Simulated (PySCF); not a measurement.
PySCF 2.14.0, WB97X/def2-svp, df: Cr(O)2(Me)2 ([CH3][Cr]([CH3])(=[O])=[O]), 11 atoms. The geometry is a generated start, not checked to be a minimum at this level.

```
Quantity                       Value
-------------------  ---------------
task                          energy
method                         wb97x
basis                       def2-svp
two-electron scheme  density fitting
mol.max_memory               3000 MB
mf.max_cycle                     100
mf.init_guess        minao (default)
mf.DIIS              CDIIS (default)
mf.diis_space            8 (default)
mf.conv_tol          1e-09 (default)
mf.grids.level           3 (default)
basis functions                  117
grid points                   136152
```

```xyz
11

Cr     0.8229    -0.0289     0.2943
O      1.9021    -0.3775    -0.7526
O      1.0123     0.3202     1.7858
C     -0.1115     1.6186    -0.4930
H     -0.9497     1.9149     0.1481
H     -0.4865     1.3694    -1.4944
H      0.5320     2.4915    -0.6021
C     -0.4660    -1.6223     0.2907
H     -0.2106    -2.4052    -0.4253
H     -1.4339    -1.1813    -0.0117
H     -0.6111    -2.0993     1.2602
```

Charge 0 and multiplicity 1 are set for this test and not shown to be the ground state.

One run each on 2 threads, 1 BLAS thread. Values of level_shift (Hartree) tried: 0 (default), 0.1, 0.3, 1.

Task: Which value of level_shift (Hartree) needs the fewest Fock builds, and what happens away from it?

Result: Fewest Fock builds, within one of each other: 0 (default) with 16, 0.1 with 17. The count rises to 30 at 1. All converge to one solution.

| level_shift (Hartree) | Fock builds | end |
|---|---|---|
| 0 (default) | 16 | same solution |
| 0.1 | 17 | same solution |
| 0.3 | 21 | same solution |
| 1 | 30 | same solution |
